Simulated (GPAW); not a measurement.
**Parameter sweep on Mg6CuSb (Amm2, 8 atoms in the cell)**

```yaml
crystal:
  lattice:
    - [4.88636, 0.00000, 0.00000]
    - [0.00000, 3.24696, 5.30954]
    - [0.00000, -3.24696, 5.30954]
  atoms:
    - { symbol: Mg, position: [0.50000, 0.83453, 0.33821] }
    - { symbol: Mg, position: [0.50000, 0.33821, 0.83453] }
    - { symbol: Mg, position: [0.00000, 0.68282, 0.14272] }
    - { symbol: Mg, position: [0.00000, 0.14272, 0.68282] }
    - { symbol: Mg, position: [0.00000, 0.67011, 0.67011] }
    - { symbol: Mg, position: [0.00000, 0.16188, 0.16188] }
    - { symbol: Cu, position: [0.50000, 0.83349, 0.83349] }
    - { symbol: Sb, position: [0.50000, 0.33624, 0.33624] }
```

Base run A: LDA (Perdew-Wang 92), GPAW PAW datasets LDA (gpaw-data 1.0.1) run with GPAW 25.7.0, self-consistent single point.

Its settings: mode = pw; ecut = 850 eV; xc = LDA; kpts = 3 3 3; mesh shift (steps) = 0 0 0; occupations.name = fermi-dirac; occupations.width = 0.1 eV; nbands = -16; convergence.density = 1e-05 e/electron; convergence.energy = 1e-05 eV/electron; symmetry.symmorphic = false; symmetry.tolerance = 0.0005; maxiter = 120.

The starting cell comes from a database of computed structures (which also holds hypothetical and non-ambient phases and stackings), without a prior relaxation at this level. Spin polarisation is off. The run gives no clean gap (levels at the Fermi energy touch, overlap or are partly filled at this smearing), which alone does not show that the compound is a metal. Without a gap this mesh is coarse (it stands for a supercell whose shortest vector is 15 Å).

ΔF is the free energy per atom less that of run A. 

```csv
run,mixer.beta,ΔF (meV/atom),pressure (GPa),largest force (eV/Å),iterations
A,default,0.00,-2.96,0.368,29
B,0.01,0.00,-2.96,0.368,49
C,0.02,0.00,-2.97,0.368,36
D,0.1,0.00,-2.96,0.368,16
E,0.15,0.00,-2.96,0.368,16
F,0.2,0.00,-2.96,0.368,14
G,0.3,0.00,-2.97,0.368,12
H,0.4,0.00,-2.96,0.368,14
```

Runs B, C, D, E, F, G, H gave the same state as A (within 1 meV/atom). The fewest iterations to that state were 12 (G); the most were 49.
